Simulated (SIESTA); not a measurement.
Band structure of Ni3Hg (Pm-3m, 4 atoms in the cell).

```
Ni3Hg
1.0
    3.74491     0.00000     0.00000
    0.00000     3.74491     0.00000
    0.00000     0.00000     3.74491
Ni Hg
3 1
Cartesian
  0.00000   1.87245   1.87245
  1.87245   0.00000   1.87245
  1.87245   1.87245   0.00000
  0.00000   0.00000   0.00000
```
Moments meant for the start (each program seeds them in its own way; μB, in the order of the atoms Ni Ni Ni Hg): 2.0 2.0 2.0 0.0.

Level of theory: GGA PBEsol, numerical atomic orbitals DZP, PseudoDojo PBEsol standard norm-conserving potentials (rewritten from UPF to PSML) in SIESTA.

Settings: XC.functional = GGA; XC.authors = PBEsol; potentials = PseudoDojo PBEsol standard; PAO.BasisSize = DZP; PAO.EnergyShift = 0.01 Ry; MeshCutoff = 400 Ry; kgrid.MonkhorstPack = 9 9 9; OccupationFunction = FD; ElectronicTemperature = 1160.45 K; Spin = polarized; DM.InitSpin = [1 +2.00, 2 +2.00, 3 +2.00, 4 +0.00]; MaxSCFIterations = 150; SCF.Mixer.Method = Pulay; SCF.Mixer.Weight = 0.1.

The starting cell comes from a database of computed structures (which also holds hypothetical and non-ambient phases and stackings), without a prior relaxation at this level. Spin-orbit coupling is off. The moments shrank to a small part of their start, a low-spin state that need not be the lowest. Values carry the incompleteness of an atom-centred basis.

Levels in eV from the Fermi level, bands 34 to 39 of the first spin channel:
```json
[
 {"point": "Γ", "34": "-0.34", "35": "-0.23", "36": "-0.23", "37": "-0.23", "38": "1.23", "39": "1.23"},
 {"point": "X", "34": "-1.02", "35": "-0.91", "36": "-0.82", "37": "-0.57", "38": "-0.23", "39": "6.03"},
 {"point": "M", "34": "-1.19", "35": "-0.95", "36": "-0.94", "37": "0.02", "38": "0.29", "39": "0.64"},
 {"point": "R", "34": "-0.77", "35": "-0.74", "36": "-0.74", "37": "-0.50", "38": "-0.36", "39": "-0.36"}
]
```

Bands cross the Fermi level along this path, so the cell is metallic at this level.

Higher empty bands are left out: an atom-centred basis made for the valence describes them poorly.

The net moment of the cell came out as 1.09 μB.
